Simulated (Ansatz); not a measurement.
Consider the following.

```
CELL_PARAMETERS angstrom
      3.08864     0.00000     0.00000
      0.00000     4.36799     0.00000
      1.54432    -2.18399     1.54432
ATOMIC_POSITIONS crystal
  Al 0.00000 0.00000 0.00000
  N  0.50000 0.75000 0.00000
```

The cell is taken as given.

Transport runs along the normal of the first two printed cell vectors, the (110) plane of the conventional cell.

The gap is the functional's own, uncorrected, and κ follows it; spin-orbit coupling is left out. Mid-gap means the computed energy nearest the middle.

Problem. State the band gap and the smallest decay constant κ at mid-gap according to r2SCAN run with Ansatz (a quantum-chemistry and plane-wave program).

Solution. Gap 3.94 eV on a 20×20×20 mesh; κ = 0.286 1/Å, at the zone centre.
